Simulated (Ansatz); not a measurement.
# Al3Pt2, pressure series

Consider Al3Pt2 (space group P-3m1, No. 164; a = 4.204 Å, c = 5.184 Å; a cell from a computed database, its experimental status unchecked).

Cell and atoms are relaxed at each pressure.

Level of theory: plane-wave PAW DFT at the PBEsol level (Ansatz, a program for electronic structure, 420 eV), without spin-orbit coupling.

| P (GPa) | V (Å³/atom) |
|---|---|
| -2.00 | 16.071 |
| -1.00 | 15.970 |
| 0.30 | 15.843 |
| 0.70 | 15.806 |
| 1.49 | 15.732 |
| 2.99 | 15.599 |
| 4.99 | 15.429 |
| 7.49 | 15.230 |
| 9.99 | 15.045 |

Q: Fit a third-order Birch–Murnaghan equation of state.

A: Least squares on P(V) = (3B₀/2)[(V₀/V)^(7/3) − (V₀/V)^(5/3)]·[1 + (3/4)(B₀′ − 4)((V₀/V)^(2/3) − 1)] gives V₀ = 15.87 Å³/atom, B₀ = 165 GPa and B₀′ = 4.5.

Load acts through the strain it causes; cell and atoms are relaxed under it. Whether these cells are dynamically stable was not tested. No other phases were tried under pressure. The final runs are not spin-polarised.
